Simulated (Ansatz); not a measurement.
**Ge: response to strain**

The parent structure is Ge (space group Im-3m, No. 229; a = 7.005 Å; a model cell, its experimental status unchecked). Axes: x, y, z lie along the cube axes.

Strains are applied to the cell and any free atomic positions relax; under biaxial strain the out-of-plane vector relaxes too; under stress the whole cell relaxes.

The values are results of PBEsol (Ansatz, a program for electronic structure, PAW, without spin-orbit coupling), not measurements.

Notes on the quantities. pressure: mean of the normal stresses, compression positive; energy relative to the base: free energy F.

```csv
change,space group,pressure,energy relative to the base,volume per atom
base,Im-3m (No. 229),0.0 GPa,0 meV/atom,28.65 Å³
"biaxial strain −3.43 %, plane normal [001], relaxed out of plane",I4/mmm (No. 139),2.7 GPa,+24 meV/atom,27.27 Å³
"biaxial strain +0.99 %, plane normal [001], relaxed out of plane",I4/mmm (No. 139),-0.6 GPa,+1.7 meV/atom,29.03 Å³
isotropic strain −1.79 %,Im-3m (No. 229),3.1 GPa,+14 meV/atom,27.14 Å³
isotropic strain −0.41 %,Im-3m (No. 229),0.6 GPa,+0.7 meV/atom,28.30 Å³
uniaxial strain ε_xx = +1.27 %,I4/mmm (No. 139),-0.6 GPa,+1.3 meV/atom,29.01 Å³
uniaxial strain ε_xx = +1.30 %,I4/mmm (No. 139),-0.6 GPa,+1.4 meV/atom,29.02 Å³
uniaxial strain ε_yy = +0.63 %,I4/mmm (No. 139),-0.3 GPa,+0.3 meV/atom,28.83 Å³
uniaxial strain ε_zz = +0.50 %,I4/mmm (No. 139),-0.2 GPa,+0.2 meV/atom,28.79 Å³
"uniaxial stress, 3 GPa compression along x",I4/mmm (No. 139),–,+13 meV/atom,28.06 Å³
```

Stability under load was not tested beyond the relaxation. This is not the structure that Ge has at room temperature and ambient pressure.
